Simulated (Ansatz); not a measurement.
Al2O3, response to strain

The parent structure is Al2O3 in the corundum structure (space group R-3c, No. 167; a = 4.7292 Å, c = 12.8916 Å (hexagonal axes)). Axes: x lies along a and z along c of the hexagonal cell.

Strains are applied to the cell and any free atomic positions relax.

Calculations: Kohn–Sham DFT with the LDA functional, run in Ansatz (a program for electronic structure) with PAW and 420 eV plane waves, no SOC.

Notes on the quantities. energy relative to the base: free energy F.

| uniaxial strain ε_xx (%) | energy relative to the base (meV/atom) |
|---|---|
| 0 | 0.0 |
| 0.75 | 0.7 |
| 1.5 | ? |
| 2.25 | 6.3 |
| 3 | 11.1 |

Q: Fit ΔE = Aε² + Bε³ (ε in %) to the rows shown and predict the withheld row.

A: Least squares on the printed values gives A = 1.27 and B = -0.014 meV/atom (largest residual 0.0 meV/atom); this predicts 2.8 meV/atom, and the run gives 2.8 meV/atom, in agreement.

Whether these cells are dynamically stable was not tested.
